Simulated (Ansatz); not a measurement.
Base system: CdTe in the zinc blende structure (space group F-43m, No. 216).

```
CdTe
1.0
    0.00000     3.27881     3.27881
    3.27881     0.00000     3.27881
    3.27881     3.27881     0.00000
Te Cd
1 1
Direct
  0.75000   0.75000   0.75000
  0.00000   0.00000   0.00000
```

The values are results of r2SCAN, PAW, 500 eV (Ansatz, a first-principles code; no spin-orbit coupling), not measurements.

Before the change:

The electron mass comes out as 0.090 mₑ (at Γ), the hole mass comes out as 0.092, 0.55, 0.55 mₑ (at Γ) and the gap character is direct at Γ.

Now apply this change: every lattice vector is shortened by 0.25 %, atoms relaxed at fixed cell.

Estimate the effect on the electron mass.

The electron mass changes from 0.090 mₑ (at Γ) to 0.091 mₑ (at Γ).

Predict the new hole mass.

The hole mass (degenerate bands, along [100]) goes from 0.092, 0.55, 0.55 mₑ (at Γ) to 0.093, 0.54, 0.54 mₑ (at Γ).

Predict the new gap character.

The gap character is still direct at Γ.

Spin-orbit coupling, missing from the scalar runs, can matter with Te. The cells carry an imposed strain or load. Effective masses come from finite differences of ±0.01 Å⁻¹. Stability against distortions was not tested.
